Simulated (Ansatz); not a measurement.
Effect of isotropic strain +1.50 % on Na2S

Base system: Na₂S in the anti-fluorite structure (space group Fm-3m, No. 225; a = 6.501 Å).

Now apply this change: every lattice vector is stretched by 1.50 %; the atoms relax in the strained cell.

All numbers come from Kohn–Sham DFT with the PBEsol functional, run in Ansatz (a program for electronic structure) with PAW and 420 eV plane waves, no SOC. k-mesh 9×9×9 (Γ-centred); smearing 0.05 eV (Fermi–Dirac).

Space group: Fm-3m (No. 225) (base Fm-3m (No. 225))
Shortest interatomic distance: 2.857 Å (base 2.815 Å)
Energy relative to the base (free energy F): +4.0 meV/atom
Pressure: -1.19 GPa (base 0.01 GPa)
Band gap: 2.29 eV (base 2.43 eV)
Gap character: direct at Γ (base direct at Γ)
Mean gap deformation potential ΔEg/Δln V: -3.1 eV
Width of the top valence band: 0.58 eV (base 0.61 eV)
Electron mass: 0.28 mₑ (at Γ) (base 0.28 mₑ (at Γ))
Hole mass (degenerate bands, along [100]): 0.41, 2.7, 2.7 mₑ (at Γ) (base 0.41, 2.7, 2.7 mₑ (at Γ))
Valley order (the lowest conduction-band minima on the path, energy above the VBM, named in the base's zone): Γ 2.29 eV; X along ⟨100⟩ 3.68 eV (base Γ 2.43 eV; X along ⟨100⟩ 3.70 eV)

Final structure:

```
Na2S
1.0
    0.00000     3.29946     3.29946
    3.29946     0.00000     3.29946
    3.29946     3.29946     0.00000
Na S
2 1
Direct
  0.25000   0.25000   0.25000
  0.75000   0.75000   0.75000
  0.00000   0.00000   0.00000
```

Masses are band curvatures over ±0.01 Å⁻¹ around the edge. Stability against distortions was not tested.
